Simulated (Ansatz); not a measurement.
Base system: Os in the hcp (Mg type) structure (space group P6_3/mmc, No. 194; relaxed with 0.1 eV smearing).

```xyz
2
Lattice="2.7543 0.0000 0.0000 -1.3772 2.3853 0.0000 0.0000 0.0000 4.3474" Properties=species:S:1:pos:R:3 pbc="T T T"
Os     0.0000     1.5902     3.2605
Os     1.3772     0.7951     1.0868
```

Cartesian axes are those of the cell as printed.

The values are results of PBE (Ansatz, a program for electronic structure, PAW, spin-orbit coupling left out), not measurements.

Perturbation: an isotropic linear strain of −1.52 %; the atoms relax in the strained cell.

### Question
Predict the stress tensor and what it implies for the stiffness.

### Answer
Stress of the strained cell less that of the base (GPa, compression positive):
```
   19.9     0.0     0.0
    0.0    19.9     0.0
    0.0     0.0    21.3
```

Then B = −ΔP/(ΔV/V₀) with ΔV/V₀ = -0.0449 gives secant stiffness values (nonlinear terms included at this strain): B (at held cell shape, above the free-shape value) ≈ 454 GPa.

As a check, the harmonic strain energy −½ V₀ Δσ:ε is 41 meV/atom; the computed energy rise is 39 meV/atom.

Stability against distortions was not tested. All final runs are without spin polarisation.
